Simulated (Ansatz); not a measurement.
ZnCu2SnS4 (space group I-4, No. 82)

```xyz
8
Lattice="-2.6587 2.6587 5.3215 2.6587 -2.6587 5.3215 2.6587 2.6587 -5.3215" Properties=species:S:1:pos:R:3 pbc="T T T"
Cu     0.0000     0.0000     0.0000
Cu     0.0000     2.6587     2.6608
Zn     2.6587     0.0000     2.6608
Sn     0.0000     0.0000     5.3215
S      1.4342    -1.3853     6.7086
S      1.2735     1.2246    -1.3870
S      1.2246     4.0440     1.3870
S      1.3853     1.4342     3.9345
```

Method: LDA, PAW, 420 eV (Ansatz, a program for electronic structure; without spin-orbit coupling). k-mesh 9×9×9 (Γ-centred); smearing 0.05 eV (Fermi–Dirac).

- Volume per atom = 18.81 Å³
- Density = 4.85 g/cm³
- Band gap = 0.14 eV, direct at Γ
- Lowest conduction-band minima above the VBM = Γ 0.14 eV; X (0, 0, 1/2) 0.49 eV; M (1/2, 1/2, 1/2) 1.15 eV
- Total energy = -3214.907 eV/atom (σ→0; compares only within this code and set-up)

Whether these cells are dynamically stable was not tested. The final runs are not spin-polarised. A zero or small gap of ZnCu2SnS4 can be the functional's error rather than a property of the material.
